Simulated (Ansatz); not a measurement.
The structure below was relaxed with Kohn–Sham DFT with the r2SCAN functional, run in Ansatz (a quantum-chemistry and plane-wave program) with PAW and 500 eV plane waves, without spin-orbit coupling, earlier PAW set.

```yaml
crystal:
  lattice:
    - [-1.76744, 1.76744, 1.76744]
    - [1.76744, -1.76744, 1.76744]
    - [1.76744, 1.76744, -1.76744]
  atoms:
    - { symbol: Cd, position: [0.00000, 0.00000, 0.00000] }
```

Q: Find the space group and the Wyckoff positions.

A: Space group Im-3m (No. 229); a = b = c = 3.535 Å, α = β = γ = 90.00°

```tsv
atom	site	symmetry	x	y	z
Cd	2a	m-3m	0.0000	0.0000	0.0000
```

Q: Describe the coordination.

A: The crystal has 2 atoms in its conventional cell. Lattice parameters: a = b = c = 3.535 Å, α = β = γ = 90.00°. Cd sees 8 Cd at 3.061 Å and 6 Cd at 3.535 Å. (Neighbours: up to the widest gap in distance over summed covalent radii, below 1.35, at either atom.)

No phonon test of stability was made. The cell was made from Ta by this change: Ta → Cd; the result is a model cell, its experimental status unchecked. This is not the structure that Cd has at room temperature and ambient pressure.
